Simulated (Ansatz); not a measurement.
How far PBE and r2SCAN part for SiC, isotropic strain +0.95 %

The reference is SiC in the wurtzite structure (space group P6_3mc, No. 186; a = 3.092 Å, c = 5.074 Å).

(Cell as relaxed with PBE.)

Levels (all Ansatz, a first-principles code, PAW, earlier PAW set): PBE (420 eV, scalar-relativistic without spin-orbit coupling); r2SCAN (500 eV, no SOC).

Each level relaxes its own structure.

| base | PBE | r2SCAN |
|---|---|---|
| volume per atom | 10.50 Å³ | 10.34 Å³ |
| lattice parameter a | 3.092 Å | 3.075 Å |
| band gap | 2.31 eV | 2.65 eV |

The change: every lattice vector is stretched by 0.95 %; the atoms relax in the strained cell.

| quantity | PBE | r2SCAN |
|---|---|---|
| pressure (mean of the normal stresses, compression positive) | -5.73 GPa | … |
| band gap | 2.36 eV | … |
| smallest direct gap | 3.89 eV | … |

Question: Given the PBE results, estimate those of r2SCAN.

Answer: 
- pressure (mean of the normal stresses, compression positive), r2SCAN: -6.12 GPa
- band gap, r2SCAN: 2.69 eV
- smallest direct gap, r2SCAN: 4.41 eV

PBE's pressure lies 0.383 GPa above r2SCAN's; PBE's band gap lies 0.33 eV below r2SCAN's; PBE's smallest direct gap lies 0.52 eV below r2SCAN's. Neither level is exact; r2SCAN is the comparison here, not a measurement.

Stability against distortions was not tested.
